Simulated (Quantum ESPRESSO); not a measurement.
Worked example: self-consistent single point of K3YF6 (P2_1/c, 20 atoms in the cell) in Quantum ESPRESSO.

Computed with LDA (PZ), GBRV 1.5 ultrasoft (LDA) pseudopotentials (plane waves; Quantum ESPRESSO 7.5).

```
K3YF6
1.0
    6.36590     0.00000     0.00000
    0.00000     6.65439     0.00000
   -6.13502     0.00000     9.03714
K Y F
6 2 12
Direct
  0.27630   0.05632   0.75685
  0.72370   0.94368   0.24315
  0.72370   0.55632   0.74315
  0.27630   0.44368   0.25685
  0.50000   0.00000   0.50000
  0.50000   0.50000   0.00000
  0.00000   0.50000   0.50000
  0.00000   0.00000   0.00000
  0.10557   0.06336   0.22588
  0.89443   0.93664   0.77412
  0.89443   0.56336   0.27412
  0.10557   0.43664   0.72588
  0.75203   0.26819   0.92350
  0.24797   0.73181   0.07650
  0.24797   0.76819   0.57650
  0.75203   0.23181   0.42350
  0.66955   0.67755   0.45012
  0.33045   0.32245   0.54988
  0.33045   0.17755   0.04988
  0.66955   0.82245   0.95012
```

Reference input (self-consistent single point, DFT, LDA (PZ), plane waves, GBRV 1.5 ultrasoft (LDA) pseudopotentials): ecutwfc = 40 Ry; ecutrho = 320 Ry; occupations = fixed; potentials = {K: k_lda_v1.4.uspp.F.UPF, Y: y_lda_v1.4.uspp.F.UPF, F: f_lda_v1.4.uspp.F.UPF}; K_POINTS = automatic 3 3 2 0 0 0; nbnd = 84; conv_thr = 1e-11 Ry. This run's input differs from it in these lines:

```diff
@@ -12,4 +12,4 @@
  ntyp = 3,
- ecutwfc = 40,
- ecutrho = 320,
+ ecutwfc = 28,
+ ecutrho = 224,
  occupations = 'fixed',
```

Output, abridged:

```
     Self-consistent Calculation

     iteration #  1     ecut=    28.00 Ry     beta= 0.70

     Threshold (ethr) on eigenvalues was too large:
     Diagonalizing with lowered threshold

     total energy              =   -1111.93697399 Ry
     estimated scf accuracy    <       1.27363681 Ry

     iteration #  2     ecut=    28.00 Ry     beta= 0.70

     total energy              =   -1112.27596644 Ry
     estimated scf accuracy    <       1.41546192 Ry

     iteration #  3     ecut=    28.00 Ry     beta= 0.70

     total energy              =   -1112.52235615 Ry
     estimated scf accuracy    <       0.01915898 Ry

   [... 12 blocks of this kind left out ...]

     iteration # 16     ecut=    28.00 Ry     beta= 0.70

     total energy              =   -1112.55565585 Ry
     estimated scf accuracy    <          2.0E-11 Ry

     iteration # 17     ecut=    28.00 Ry     beta= 0.70
     End of self-consistent calculation

     highest occupied, lowest unoccupied level (ev):     0.3659    6.5656

!    total energy              =   -1112.55565585 Ry
     estimated scf accuracy    <          1.5E-12 Ry

     convergence has been achieved in  17 iterations

     Forces acting on atoms (cartesian axes, Ry/au):

     atom    1 type  1   force =    -0.00049459   -0.00157789    0.00209235
     atom    2 type  1   force =     0.00049459    0.00157789   -0.00209235
     atom    3 type  1   force =     0.00049459   -0.00157789   -0.00209235
     atom    4 type  1   force =    -0.00049459    0.00157789    0.00209235
     atom    5 type  1   force =     0.00000000    0.00000000    0.00000000
     atom    6 type  1   force =     0.00000000    0.00000000    0.00000000
   [... lines left out ...]

     Total force =     0.061423     Total SCF correction =     0.000003

          total   stress  (Ry/bohr**3)                   (kbar)     P=     -197.80
  -0.00135031   0.00000000  -0.00000860         -198.64        0.00       -1.27
   0.00000000  -0.00136237   0.00000000            0.00     -200.41        0.00
  -0.00000860   0.00000000  -0.00132127           -1.27        0.00     -194.37

   JOB DONE.
```

The run converged in 17 iterations. Against the reference run the free energy goes up by 355 meV/atom, the pressure goes from -5.83 to -19.78 GPa, the largest force hardly changes (0.471 to 0.473 eV/Å) and the gap on the mesh hardly changes (6.206 to 6.200 eV).

The starting cell comes from a database of computed structures (which also holds hypothetical and non-ambient phases and stackings), without a prior relaxation at this level. Its lattice was rescaled by a random factor within 2.5 % of one. At the lowered cutoff the pressure carries the error of an incomplete plane-wave basis.

Cost on one core of a shared machine: roughly 4 min.
